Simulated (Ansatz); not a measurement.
**TiO2 under a change: pressure 3 GPa**

Take TiO$_{2}$ (space group P2_1/c, No. 14; a = 4.780 Å, b = 4.861 Å, c = 5.002 Å, α = γ = 90.00°, β = 100.06°) as the base.

It is then changed as follows: a hydrostatic pressure of 3 GPa.

Calculations: DFT with PBEsol, PAW potentials and a 420 eV plane-wave cutoff in Ansatz (a program for electronic structure), spin-orbit coupling left out. Settings: 6×6×6 k-points, 0.05 eV Fermi–Dirac smearing.

* **Volume per atom**: 9.40 Å³ (base 9.54 Å³)
* **Density**: 4.70 g/cm³ (base 4.63 g/cm³)
* **Shortest interatomic distance**: 1.865 Å (base 1.866 Å)
* **Enthalpy H = E + PV relative to the base's energy**: +0.18 eV/atom
* **Band gap**: 2.21 eV (an upper bound: an edge found on the path is not a true extremum; the base alone) (base 2.25 eV)

Load acts through the strain it causes; cell and atoms are relaxed under it. Whether these cells are dynamically stable was not tested. All final runs are without spin polarisation. This is not the structure that TiO2 has at room temperature and ambient pressure.
